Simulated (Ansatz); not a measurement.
InGa3N4 (P3m1, No. 156, 8 atoms in the cell; start mp-1223879), treated with PBEsol+SOC (Ansatz, an electronic-structure program, PAW).

Run with plane-wave cutoff 520 eV, 12×12×4 k mesh (along the axes of the cell as run), Fermi–Dirac smearing 0.01 eV, PAW data made under PBE.

Cell (relaxed with PBEsol):

```cif
data_Ga3InN4
_chemical_formula_sum 'In1 Ga3 N4'
_space_group_name_H-M_alt 'P3m1'
_space_group_IT_number 156
_space_group_name_Hall 'P 3 -2"'
_cell_length_a 3.26389
_cell_length_b 3.26389
_cell_length_c 10.71348
_cell_angle_alpha 90.000
_cell_angle_beta 90.000
_cell_angle_gamma 120.000
loop_
_atom_site_label
_atom_site_type_symbol
_atom_site_symmetry_multiplicity
_atom_site_Wyckoff_symbol
_atom_site_fract_x
_atom_site_fract_y
_atom_site_fract_z
_atom_site_occupancy
In1 In 1 a 0.00000 0.00000 0.99786 1
Ga1 Ga 1 c 0.66667 0.33333 0.25937 1
Ga2 Ga 1 c 0.66667 0.33333 0.73801 1
Ga3 Ga 1 a 0.00000 0.00000 0.49855 1
N1 N 1 c 0.66667 0.33333 0.07985 1
N2 N 1 c 0.66667 0.33333 0.55610 1
N3 N 1 a 0.00000 0.00000 0.31671 1
N4 N 1 a 0.00000 0.00000 0.79536 1
```

### Question
What does this level give for the band gap?

### Answer

- band gap: 0.68 eV (direct)

Computed values are for the static lattice.

A start named mp-… is a Materials Project structure, which need not be a measured phase.
